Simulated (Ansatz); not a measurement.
## Habitual settings against a tight run: BaCu6As2 (P4/mmm, 9 atoms in the cell)

Self-consistent single point.

```
Ba(Cu3As)2
1.0
    4.12508     0.00000     0.00000
    0.00000     4.12508     0.00000
    0.00000     0.00000     8.68562
Ba Cu As
1 6 2
Direct
  0.00000   0.00000   0.00000
  0.00000   0.50000   0.34139
  0.00000   0.50000   0.65861
  0.50000   0.00000   0.34139
  0.50000   0.00000   0.65861
  0.50000   0.50000   0.50000
  0.00000   0.00000   0.50000
  0.50000   0.50000   0.20245
  0.50000   0.50000   0.79755
```

Method: PBEsol, default PAW files made with PBE (plane waves; Ansatz, a quantum-chemistry and plane-wave program).

Base settings: basis.ecutwfc = 30.9 Ry; kpoints.mp_grid.grid = 7 7 4; hamiltonian.xc = pbesol; hamiltonian.pseudopotentials = {kind: paw} (the program's default PAW files); scf.occupations.method = cold; scf.occupations.width = 0.0073 Ry.

Tight run (finer mesh or higher cutoff; not a proven limit): basis.ecutwfc: 30.9 Ry → 43.4 Ry; kpoints.mp_grid.grid: 7 7 4 → 10 10 6; scf.convergence.dr2_threshold: default (1e-07 eV) → 1e-09 eV. It gave Fermi level (on the code's own zero) 13.66 eV; pressure 0.48 GPa; largest force (vector length) 0.312 eV/Å.

Quick runs, as changes from the base:
- A: the base itself
- B: basis.ecutwfc: 30.9 Ry → 18.4 Ry; kpoints.mp_grid.grid: 7 7 4 → 6 6 6; scf.occupations.method: cold → gaussian; scf.occupations.width: 0.0073 Ry → 0.0147 Ry; kpoints.mp_grid.shift: default → 0.5 0.5 0.5
- C: basis.ecutwfc: 30.9 Ry → 21.7 Ry; kpoints.mp_grid.grid: 7 7 4 → 4 4 4; scf.occupations.method: cold → fermi_dirac; scf.occupations.width: 0.0073 Ry → 0.0147 Ry; kpoints.mp_grid.shift: default → 0.5 0.5 0.5; scf.convergence.dr2_threshold: default (1e-07 eV) → 0.0001 eV
- D: basis.ecutwfc: 30.9 Ry → 15.4 Ry; kpoints.mp_grid.grid: 7 7 4 → 8 8 8; kpoints.mp_grid.shift: default → 0.5 0.5 0.5
- E: basis.ecutwfc: 30.9 Ry → 21.7 Ry; kpoints.mp_grid.grid: 7 7 4 → 8 8 8; hamiltonian.xc: pbesol → lda [LDA (PW92)]
- F: basis.ecutwfc: 30.9 Ry → 18.4 Ry; kpoints.mp_grid.grid: 7 7 4 → 3 3 3; hamiltonian.xc: pbesol → lda; scf.occupations.method: cold → fermi_dirac; scf.occupations.width: 0.0073 Ry → 0.0147 Ry; kpoints.mp_grid.shift: default → 0.5 0.5 0.5 [LDA (PW92)]

Energies are extrapolated to zero smearing width, which holds to low order in the width alone.

Dashes: time of B, C, D, F, under 30 s; energy of E, F, another energy zero.

† marks runs with another functional, U, potentials or spin treatment: their distance from the tight run is not a convergence error alone.

The count of work is k-points × plane waves × bands × iterations; it is no time. Core times come from one kind of shared machine and are given to one figure; runs under 30 s give none.

Pressures in the table are Ansatz's without its Pulay estimate, at a fixed set of plane waves; the tight run's value above holds the estimate.

The starting cell comes from a database of computed structures (which also holds hypothetical and non-ambient phases and stackings), without a prior relaxation at this level. Its lattice was rescaled by a random factor within 2.5 % of one. Spin polarisation is off. The run gives no clean gap (levels at the Fermi energy touch, overlap or are partly filled at this smearing), which alone does not show that the compound is a metal.

| run | energy less tight (meV/atom) | pressure less tight (GPa) | largest miss in a force vector (eV/Å) | count of work / tight | core time / tight (rough) |
|---|---|---|---|---|---|
| A | 2.3 | -0.13 | 0.038 | 0.18 | 0.3 |
| B | 1791.4 | -113.78 | 0.135 | 0.050 | – |
| C | 259.8 | -23.37 | 0.088 | 0.017 | – |
| D | 8086.6 | -386.68 | 0.406 | 0.092 | – |
| E† | – | -27.74 | 0.322 | 0.29 | 0.4 |
| F† | – | -118.06 | 0.623 | 0.019 | – |

Among the runs at the tight run's level, the energy misses run from 2.3 to 8086.6 meV/atom.

Keys are those of Ansatz 0.2.
